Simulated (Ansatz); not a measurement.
The starting structures come from a database of crystals and need not be the phases stable at ambient conditions.

Input:

```xyz
18
Lattice="6.1868 0.0000 0.0000 0.0000 8.2862 0.0000 0.1255 4.1431 5.6921" Properties=species:S:1:pos:R:3 pbc="T T T"
K      4.2299     4.1431     3.8907
K      2.0825     8.2862     1.8014
K      1.6085     4.1431     1.1562
K      4.7039     8.2862     4.5359
Al     5.3225     6.6211     1.4260
Al     0.9899     5.8081     4.2661
Al     0.9899    10.7642     4.2661
Al     5.3225     1.6650     1.4260
O      0.0628     6.2146     2.8460
O      0.0628     2.0715     2.8460
O      1.5375     4.1431     4.3021
O      4.7749     8.2862     1.3900
O      0.1255    10.2570     5.6921
O      0.1255     6.3153     5.6921
F      3.8318     5.6768     1.4960
F      2.4805     6.7525     4.1961
F      2.4805     9.8199     4.1961
F      3.8318     2.6094     1.4960
```

Space group of this cell: C2/m. The cell is taken as given; by r2SCAN its mean pressure is -3.3 GPa.

Transport runs along the normal of the first two printed cell vectors.

The gap is the functional's own. No spin-orbit coupling. Mid-gap values are interpolated on the energy grid.

Problem. Predict the band gap and the smallest decay constant κ at mid-gap from r2SCAN run with Ansatz (an electronic-structure program).

Solution. Gap 4.63 eV on a 6×6×6 mesh; κ = 0.429 1/Å, at the zone centre.
